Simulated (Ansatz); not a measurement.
fcc Al (1 1 0) on zinc-blende InP (1 1 0) (film strained to the substrate, faces as cut)

A periodic stack without vacuum, fcc Al (1 1 0) on zinc-blende InP (1 1 0) (film strained to the substrate, faces as cut): substrate slab In8P8, film Al16, surface cells [[0, -1], [1, -1]] and [[1, 0], [1, 2]], film strained by +4.3 and +4.3 %, faces InP/InP and Al/Al as cut (like faces can put a slab off its formula).

The start was prepared with a machine-learned potential, and the result is one local minimum, with the in-plane cell held and forces under 0.04 eV/Å; the film can end far from its bulk form.

Computed with PBE (plane waves to 420 eV, PAW; Ansatz, a first-principles code). Scalar-relativistic, without spin–orbit coupling; the runs are not spin-polarised; PBE gaps are too small against experiment. Its k-point mesh 9×5×1, Fermi–Dirac width 0.05 eV.

```
Item                                                                                                                                                                                   Value
--------------------------------------------------------------------------------  ----------------------------------------------------------------------------------------------------------
interface area                                                                                                                                                                       25.1 Å²
period                                                                                                                                                                               28.57 Å
gaps between the outermost planes at the two interfaces                                                                                                                      2.02 and 2.01 Å
Al–In contacts across the interfaces within 1.22 times the sum of covalent radii                                                                                              4, mean 3.06 Å
Al–P contacts across the interfaces within 1.22 times the sum of covalent radii                                                                                               2, mean 2.36 Å
estimate of the barrier                                                           withheld, since the Fermi level falls at or inside a band of the host, which a slab this thin can't settle
```

```xyz
32
Lattice="4.2141 0.0003 0.0584 4.2146 5.9597 -0.0562 3.9178 1.9198 28.5945" Properties=species:S:1:pos:R:3 pbc="T T T"
In     8.0246     5.7838     3.0928
In     5.9533     2.9534     0.8619
In     7.9620     5.8744     7.2874
In     5.8870     2.8503     5.1878
In     7.9104     5.9471    11.5019
In     5.8271     2.9326     9.4040
In     7.8626     6.2020    15.8222
In     5.7749     2.9948    13.6002
P      3.8402     1.3811     1.0892
P      5.9195     4.3210     3.0609
P      3.7792     1.3684     5.2110
P      5.8555     4.3839     7.2694
P      3.7198     1.4433     9.4222
P      5.8032     4.4634    11.4823
P      3.6691     1.5322    13.6300
P      5.7510     4.6107    15.6199
Al     3.7420     2.6130    19.1479
Al     7.9866     5.5932    19.1194
Al     5.8486     3.8775    17.8585
Al     5.8847     1.1045    17.9575
Al     7.9487     5.6635    21.9153
Al     3.7431     2.6876    21.9221
Al    10.0813     7.1013    20.6229
Al     5.8594     4.1613    20.6110
Al     3.7054     2.7300    24.6576
Al     7.9270     5.6763    24.6583
Al     5.8385     4.1946    23.3542
Al    10.0435     7.1798    23.3492
Al     7.8924     5.7248    27.3829
Al     7.8642     2.5161    27.4671
Al    10.0025     7.1849    26.1127
Al     5.8005     4.2298    26.1638
```
